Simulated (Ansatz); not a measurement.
Ru under a change: biaxial strain −3.35 %, plane normal [001], relaxed out of plane

The reference is Ru in the hcp (Mg type) structure (space group P6_3/mmc, No. 194; a = 2.6919 Å, c = 4.2457 Å). Axes: x lies along a and z along c of the hexagonal cell.

One thing is altered: biaxial strain −3.35 %, plane normal [001], relaxed out of plane (Cartesian); in-plane vectors clamped, the third vector and the atoms free.

All numbers come from PBEsol (Ansatz, a quantum-chemistry and plane-wave program), no spin-orbit coupling. Γ-centred 20×20×11 mesh, Fermi–Dirac width 0.05 eV.

```json
[
 {"quantity": "volume per atom", "base": "13.32 Å³", "changed": "12.68 Å³", "shift": "-0.64 Å³"},
 {"quantity": "space group", "base": "P6_3/mmc (No. 194)", "changed": "P6_3/mmc (No. 194)", "shift": "–"},
 {"quantity": "shortest interatomic distance", "base": "2.631 Å", "changed": "2.602 Å", "shift": "-0.029 Å"},
 {"quantity": "pressure (mean of the normal stresses, compression positive)", "base": "0.0 GPa", "changed": "19.8 GPa", "shift": "+19.8 GPa"},
 {"quantity": "band gap", "base": "zero", "changed": "zero", "shift": "–"},
 {"quantity": "out-of-plane strain (rough)", "base": "–", "changed": "+1.87 %", "shift": "–"},
 {"quantity": "mean in-plane stress (compression positive) (rough)", "base": "–", "changed": "+29.6 GPa", "shift": "–"}
]
```

Cost of the whole job for the changed cell (relaxation, final SCF and bands): very roughly 40 core-seconds.

Without a gap, meshes like the base's 20×20×11 leave anisotropic stresses uncertain by several tenths of a GPa, and small strain energies with them. Whether these cells are dynamically stable was not tested. The final runs are not spin-polarised.
